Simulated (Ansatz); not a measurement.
Consider a periodic stack without vacuum, fcc Al (0 0 1) on tetragonal BaTiO3 (1 0 0) (film strained to the substrate, started from cuts of the bulks and a machine-learned relaxation; slabs Ba3Ti4O11 and Al12, which can lie off the formulas): substrate slab Ba3Ti4O11, film Al12, surface cells [[0, 1], [-1, 0]] and [[0, -1], [2, 1]], film strained by -1.4 and +4.0 %, outermost planes OTi/OTi and Al/Al as cut, which need not be the usual terminations and can put a slab off its formula. Its start:

```xyz
30
Lattice="4.2023 0.0000 0.0124 0.0000 3.9857 -0.1085 1.8321 -2.7267 26.0103" Properties=species:S:1:pos:R:3 pbc="T T T"
Ba     4.1454    -0.3063     2.8795
Ti     2.0163     1.6327     0.8806
O      4.1006     1.6278     0.8887
O      1.9815     1.6846     2.8889
O      1.9970    -0.3568     0.9028
Ba     4.1346    -0.2070     6.9328
Ti     2.1182     1.7390     4.8381
O      3.9566     1.7364     4.9024
O      1.9267     1.7854     6.9268
O      1.9348    -0.2587     4.9537
Ba     4.1065    -0.1019    10.9725
Ti     2.0895     1.8348     8.8492
O      3.9259     1.8367     8.9030
O      1.9341     1.8927    10.9360
O      1.8983    -0.1557     8.9715
Ti     1.9730     1.9488    12.8343
O      4.0487     1.9562    12.9220
O      1.9496    -0.0426    13.0286
Al     1.6083    -1.7239    17.0384
Al     3.7590     0.2438    16.7702
Al     3.9858    -1.8958    14.9133
Al     1.7564     0.0711    14.9443
Al     5.7180    -1.4766    21.0302
Al     3.5573     0.5320    20.8715
Al     3.6213    -1.5813    18.9064
Al     1.4803     0.3929    18.9648
Al     5.8864    -1.2421    25.0297
Al     3.7292     0.7251    24.9011
Al     3.7044    -1.3481    22.9230
Al     5.8138     0.6812    23.1045
```

The start was prepared with a machine-learned potential, and the result is one local minimum, with the in-plane cell held and forces under 0.04 eV/Å; the film can end far from its bulk form.

Method: PBE (plane waves to 420 eV, PAW; Ansatz, a first-principles code). Scalar-relativistic, without spin–orbit coupling; the runs are not spin-polarised; PBE gaps are too small against experiment. Its k-point mesh 8×8×1, Fermi–Dirac width 0.05 eV.

Problem. Predict the relaxed interface.

Solution. 
* **interface area**: 16.8 Å²
* **period**: 25.94 Å
* **heights between the nearest atoms of the two slabs at the two interfaces**: 1.81 and 1.81 Å
* **Al–Ti contacts across the interfaces within 1.22 times the sum of covalent radii**: 8, mean 2.87 Å
* **Al–O contacts across the interfaces within 1.22 times the sum of covalent radii**: 4, mean 1.89 Å
